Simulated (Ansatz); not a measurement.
Band structure of SnAu₅ (R32, 6 atoms in the cell).

```yaml
crystal:
  lattice:
    - [2.52523, 1.45794, 4.86447]
    - [-2.52523, 1.45794, 4.86447]
    - [0.00000, -2.91588, 4.86447]
  atoms:
    - { symbol: Sn, position: [0.00000, 0.00000, 0.00000] }
    - { symbol: Au, position: [0.67015, 0.67015, 0.67015] }
    - { symbol: Au, position: [0.32985, 0.32985, 0.32985] }
    - { symbol: Au, position: [0.50000, 0.17077, 0.82924] }
    - { symbol: Au, position: [0.82924, 0.50000, 0.17077] }
    - { symbol: Au, position: [0.17077, 0.82924, 0.50000] }
```

Computed with PBEsol, PAW files made with PBE (plane waves; Ansatz, a first-principles code).

Settings: basis.ecutwfc = 30.9 Ry; kpoints.mp_grid.grid = 5 5 5; hamiltonian.xc = pbesol; hamiltonian.pseudopotentials = {kind: paw} (an earlier, softer set of the program's PAW files); scf.occupations.method = gaussian; scf.occupations.width = 0.0073 Ry; kpoints.band_path.path = [[0.0, 0.0, 0.0], [0.5, 0.0, 0.0], [0.5, 0.2265515, -0.2265515]]; kpoints.band_path.npoints = 8.

The starting cell comes from a database of computed structures (which also holds hypothetical and non-ambient phases and stackings), without a prior relaxation at this level. Its lattice was rescaled by a random factor within 2.5 % of one. Spin-orbit coupling is off.

Levels in eV from the Fermi level, bands 52 to 59:
| point | 52 | 53 | 54 | 55 | 56 | 57 | 58 | 59 |
|---|---|---|---|---|---|---|---|---|
| Γ | -2.42 | -0.74 | 1.36 | 1.36 | 1.40 | 2.14 | 2.63 | 2.63 |
| L | -2.12 | -1.83 | -0.96 | -0.65 | 0.43 | 1.28 | 2.71 | 3.89 |
| B1 | -2.51 | -2.43 | -2.38 | 0.33 | 0.75 | 2.98 | 3.26 | 4.58 |

Bands cross the Fermi level along this path, so the cell is metallic at this level.

Keys are those of Ansatz 0.2.
